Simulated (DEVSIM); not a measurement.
**abrupt Si n-p junction**

Structure: abrupt Si n-p junction, at 300 K.

```
layer (left to right)  material  thickness (μm)  Nd (cm⁻³)  Na (cm⁻³)  τn (s)  τp (s)
---------------------  --------  --------------  ---------  ---------  ------  ------
1                            Si           0.300     9.9e17          -  3.4e-6  3.4e-6
2                            Si            61.0          -     6.7e16  3.4e-6  3.4e-6
```

Left contact: ohmic. Right contact: ohmic. Voltage is applied to the left contact. Recombination: SRH at mid-gap. Mobility is constant in doping.

Constants are typed, rounded textbook-type inputs, not results; the design itself was drawn at random and stands for no fabricated device. Values at 300 K.

```
parameter           Si
-------------  -------
gap (eV)         1.124
affinity (eV)     4.05
permittivity      11.7
Nc (cm⁻³)      2.86e19
Nv (cm⁻³)       3.1e19
μn (cm²/Vs)       1417
μp (cm²/Vs)        470
```

Simulated with DEVSIM: 1D drift-diffusion, Boltzmann statistics, complete ionisation; no tunnelling, impact ionisation, image-force lowering or self-heating.

```
Item                                                 Value
---------------------------------------------  -----------
Potential step across the device at zero bias      0.878 V
Largest field in the device at zero bias       130000 V/cm
Dark forward voltage at 1 A/cm²                    0.657 V
Dark forward voltage at 100 A/cm²                  0.842 V
```

Dark reverse current:

```
V (V)  J (A/cm²)
-----  ---------
0.10     3.7e-10
0.25     7.3e-10
0.50      1.2e-9
0.75      1.7e-9
1.00      2.1e-9
1.50      2.8e-9
2.00      3.4e-9
```

Dark forward current:

(V (V), J (A/cm²)): (-0.05, -5.0e-10); (-0.10, -2.0e-9); (-0.20, -3.5e-8); (-0.25, -1.9e-7); (-0.30, -1.2e-6); (-0.40, -5.1e-5); (-0.45, -0.00035); (-0.55, -0.017); (-0.60, -0.11); (-0.65, -0.77); (-0.75, -20); (-0.80, -55); (-0.85, -110); (-0.95, -310); (-1.00, -460); (-1.10, -840); (-1.15, -1100); (-1.20, -1300); (-1.30, -2000); (-1.35, -2400)
